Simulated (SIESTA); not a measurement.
**Worked example: self-consistent single point of CoSi₂ (Fm-3m, 3 atoms in the cell) in SIESTA**

Method: GGA PBE, numerical atomic orbitals DZP, PseudoDojo PBE standard norm-conserving potentials (rewritten from UPF to PSML) (SIESTA).

The input file:

```
# files in the folder: Co.psml Si.psml (PseudoDojo PBE standard)
SystemName  CoSi2
SystemLabel siesta

NumberOfAtoms                3
NumberOfSpecies              2
%block ChemicalSpeciesLabel
  1 27 Co
  2 14 Si
%endblock ChemicalSpeciesLabel
LatticeConstant              1.0 Bohr
%block LatticeVectors
     0.000000000    5.107253193    5.107253193
     5.107253193    0.000000000    5.107253193
     5.107253193    5.107253193    0.000000000
%endblock LatticeVectors
AtomicCoordinatesFormat      Ang
%block AtomicCoordinatesAndAtomicSpecies
     0.000000000    0.000000000    0.000000000  1
     4.053963000    4.053963000    4.053963000  2
     1.351321000    1.351321000    1.351321000  2
%endblock AtomicCoordinatesAndAtomicSpecies

XC.functional                GGA
XC.authors                   PBE
PAO.BasisSize                DZP
PAO.EnergyShift              0.005 Ry
MeshCutoff                   400 Ry
%block kgrid.MonkhorstPack
    9   0   0  0.0
    0   9   0  0.0
    0   0   9  0.0
%endblock kgrid.MonkhorstPack
OccupationFunction           FD
ElectronicTemperature        0.136 eV

MaxSCFIterations             150
SCF.Mixer.Method             Broyden
SCF.Mixer.Weight             0.25
SCF.Mixer.History            8
SCF.DM.Tolerance             1.0E-04
Diag.ParallelOverK           true
WriteForces                  true
```

Output, abridged:

```
reinit: Reading from file input.fdf

reinit: System Name: CoSi2
reinit: System Label: siesta

coor:   Atomic-coordinates input format  =     Cartesian coordinates
coor:                                          (in Angstroms)

siesta: Atomic coordinates (Bohr) and species
siesta:      0.00000   0.00000   0.00000  1        1
siesta:      7.66088   7.66088   7.66088  2        2
siesta:      2.55363   2.55363   2.55363  2        3

siesta: System type = bulk

initatomlists: Number of atoms, orbitals, and projectors:      3    45    54

siesta: ******************** Simulation parameters ****************************
redata: Spin configuration                          = none
redata: Time-Reversal Symmetry                      = T
redata: Number of Atomic Species                    =        2
redata: Mesh Cutoff                                 =   400.0000 Ry
redata: Net charge of the system                    =     0.0000 |e|
redata: Min. number of SCF Iter                     =        0
redata: Max. number of SCF Iter                     =      150
redata: SCF convergence failure will abort job
redata: SCF mix quantity                            = Hamiltonian
redata: Mix DM or H after convergence               =   F
redata: Recompute H after scf cycle                 =   F
redata: Mix DM in first SCF step                    =   T
redata: No kicks to SCF
redata: DM Mixing Weight for Kicks                  =     0.5000
redata: Require Harris convergence for SCF          =   F
redata: Harris energy tolerance for SCF             =     0.000100 eV
redata: Require DM convergence for SCF              =   T
redata: DM tolerance for SCF                        =     0.000100
redata: Require EDM convergence for SCF             =   F
redata: EDM tolerance for SCF                       =     0.001000 eV
redata: Require H convergence for SCF               =   T
redata: Hamiltonian tolerance for SCF               =     0.001000 eV
redata: Require (free) Energy convergence for SCF   =   F
redata: (free) Energy tolerance for SCF             =     0.000100 eV
redata: Using DFT-D3 dispersion                     =   F
redata: Using Saved Data (generic)                  =   F
redata: Method of Calculation                       = Diagonalization
redata: Electronic Temperature                      =  1578.2145 K
redata: Number of TDED substeps                     =        3
redata: Dynamics option                             = Single-point calculation
redata: Save all siesta data in one NC              =   F
redata: ***********************************************************************

%block SCF.Mixers
  Broyden
%endblock SCF.Mixers

%block SCF.Mixer.Broyden
  # Mixing method
  method broyden

  # Mixing options
  weight 0.2500
  weight.linear 0.2500
  weight.prime 0.2500
  history 8
%endblock SCF.Mixer.Broyden

DM_history_depth set to one: no extrapolation allowed by default for geometry relaxation
Size of DM history Fstack: 1
Total number of electrons:    25.000000
Total ionic charge:    25.000000

* ProcessorY, Blocksize:    1  46

* Orbital distribution balance (max,min):    45    45

 Kpoints in:          405 . Kpoints trimmed:          365

siesta: k-grid: Number of k-points = 365
siesta: k-points from Monkhorst-Pack grid
siesta: k-cutoff (effective) =    17.200 Ang
siesta: k-point supercell and displacements
siesta: k-grid:     9     0     0      0.000
siesta: k-grid:     0     9     0      0.000
siesta: k-grid:     0     0     9      0.000

diag: Algorithm                                     = D&C
diag: Parallel over k                               =   F
diag: Use parallel 2D distribution                  =   F
diag: Parallel block-size                           = 46
diag: Parallel distribution                         =     1 x     1
diag: Used triangular part                          = Lower
diag: Absolute tolerance                            =  0.100E-15
diag: Orthogonalization factor                      =  0.100E-05
diag: Memory factor                                 =  1.0000

superc: Internal auxiliary supercell:     7 x     7 x     7  =     343
superc: Number of atoms, orbitals, and projectors:   1029  15435  18522

                        Single-point calculation

superc: Internal auxiliary supercell:     7 x     7 x     7  =     343
superc: Number of atoms, orbitals, and projectors:   1029  15435  18522

outcell: Unit cell vectors (Ang):
        0.000000    2.702642    2.702642
        2.702642    0.000000    2.702642
        2.702642    2.702642    0.000000

outcell: Cell vector modules (Ang)   :    3.822113    3.822113    3.822113
outcell: Cell angles (23,13,12) (deg):     60.0000     60.0000     60.0000
outcell: Cell volume (Ang**3)        :     39.4817
new_DM -- step:     1
Initializing Density Matrix...

Attempting to read DM from file... Failed...
DM filled with atomic data:

InitMesh: MESH = 40 x 40 x 40 = 64000
InitMesh: Mesh cutoff (required, used) =   400.000   454.053 Ry

stepf: Fermi-Dirac step function

        iscf     Eharris(eV)        E_KS(eV)     FreeEng(eV)     dDmax    Ef(eV) dHmax(eV)
   scf:    1    -4363.047812    -4389.546888    -4389.644723  1.502852 -4.875866 16.156380
   scf:    2    -4373.061494    -4390.295139    -4390.354022  0.289730 -6.159437 14.104494
   scf:    3    -4396.077074    -4395.093827    -4395.163476  0.123042 -5.624241  0.589346
   scf:    4    -4395.070709    -4395.110259    -4395.182916  0.067428 -5.529609  1.067242
   scf:    5    -4395.143610    -4395.132708    -4395.204862  0.029079 -5.554580  0.200448
   scf:    6    -4395.134467    -4395.133773    -4395.205742  0.001330 -5.560438  0.069197
   scf:    7    -4395.133870    -4395.133823    -4395.205783  0.000297 -5.560351  0.057319
   scf:    8    -4395.133768    -4395.133796    -4395.205769  0.000274 -5.559628  0.062253
   scf:    9    -4395.133921    -4395.133862    -4395.205814  0.000178 -5.560176  0.045331
   scf:   10    -4395.134037    -4395.133966    -4395.205864  0.000398 -5.561909  0.005458
   scf:   11    -4395.133980    -4395.133974    -4395.205865  0.000055 -5.562073  0.000463

SCF Convergence by DM+H criterion
max |DM_out - DM_in|         :     0.0000546045
max |H_out - H_in|      (eV) :     0.0004628691
SCF cycle converged after 11 iterations

Using DM_out to compute the final energy and forces

siesta: E_KS(eV) =            -4395.1340

siesta: E_KS - E_eggbox =     -4395.1340

siesta: Atomic forces (eV/Ang):
     1   -0.000000   -0.000000   -0.000000
     2    0.000241    0.000241    0.000241
     3   -0.000241   -0.000241   -0.000241
   Tot   -0.000000   -0.000000   -0.000000
   Max    0.000241
   Res    0.000197    sqrt( Sum f_i^2 / 3N )
   Max    0.000241    constrained

Stress tensor Voigt[x,y,z,yz,xz,xy] (kbar):       41.81       41.81       41.81       -0.21       -0.21       -0.21
(Free)E + p*V (eV/cell)    -4396.2361
Target enthalpy (eV/cell)    -4395.2059

siesta: Program's energy decomposition (eV):
siesta: Ebs     =      -744.085418
siesta: Eions   =      5493.159130
siesta: Ena     =       469.623164
siesta: Ekin    =      1934.753293
siesta: Enl     =      -483.897408
siesta: Eso     =         0.000000
siesta: Edftu   =         0.000000
siesta: DEna    =        27.068775
siesta: DUscf   =         0.697102
siesta: DUext   =         0.000000
siesta: Ex      =      -803.577049
siesta: Ec      =       -46.642721
siesta: Exc     =      -850.219770
siesta: Eharris =     -4395.133980
siesta: Etot    =     -4395.133974
siesta: FreeEng =     -4395.205865

siesta: Stress tensor (static) (eV/Ang**3):
siesta:     0.026094   -0.000132   -0.000132
siesta:    -0.000132    0.026094   -0.000132
siesta:    -0.000132   -0.000132    0.026094

siesta: Cell volume =         39.481674 Ang**3

siesta: Pressure (static):
siesta:                Solid            Molecule  Units
siesta:          -0.00028420         -0.00028438  Ry/Bohr**3
siesta:          -0.02609406         -0.02611056  eV/Ang**3
siesta:         -41.80729005        -41.83372256  kBar
```

The run converged in 11 iterations.

The starting cell comes from a database of computed structures (which also holds hypothetical and non-ambient phases and stackings), without a prior relaxation at this level. Its lattice was rescaled by a random factor within 2.5 % of one. Spin polarisation is off. Values carry the incompleteness of an atom-centred basis. With a pressure of about -4 GPa the cell is away from its equilibrium volume at this level.

Cost on one core of a shared machine: roughly 30 s.
